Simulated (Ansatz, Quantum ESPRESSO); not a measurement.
## One structure in several programs: KSr3 (Fm-3m, 4 atoms in the cell)

Zone-centre phonon calculation.

```yaml
crystal:
  lattice:
    - [0.00000, 4.97170, 4.97170]
    - [4.97170, 0.00000, 4.97170]
    - [4.97170, 4.97170, 0.00000]
  atoms:
    - { symbol: K, position: [0.00000, 0.00000, 0.00000] }
    - { symbol: Sr, position: [0.25000, 0.25000, 0.25000] }
    - { symbol: Sr, position: [0.75000, 0.75000, 0.75000] }
    - { symbol: Sr, position: [0.50000, 0.50000, 0.50000] }
```

Shared settings, as Ansatz (a first-principles code) writes them: kpoints.mp_grid.grid = 5 5 5; scf.occupations.method = fermi_dirac; scf.occupations.width = 0.05 eV. Potentials and cutoffs stand in the table.

```json
[
 {"code": "Ansatz", "model": "LDA (PW92), PAW files made with PBE", "highest zone-centre frequency (cm⁻¹)": "87", "cutoff": "default"},
 {"code": "Quantum ESPRESSO", "model": "LDA (PZ), GBRV 1.5 ultrasoft (LDA) pseudopotentials", "highest zone-centre frequency (cm⁻¹)": "87", "cutoff": "40 Ry"}
]
```

The spread over the programs that give each value: highest zone-centre frequency within 0.0 cm⁻¹.

The same LDA comes in different parametrisations, which differ slightly.

The starting cell comes from a database of computed structures (which also holds hypothetical and non-ambient phases and stackings), without a prior relaxation at this level. Its lattice was rescaled by a random factor within 2.5 % of one.

Keys are those of Ansatz 0.2.
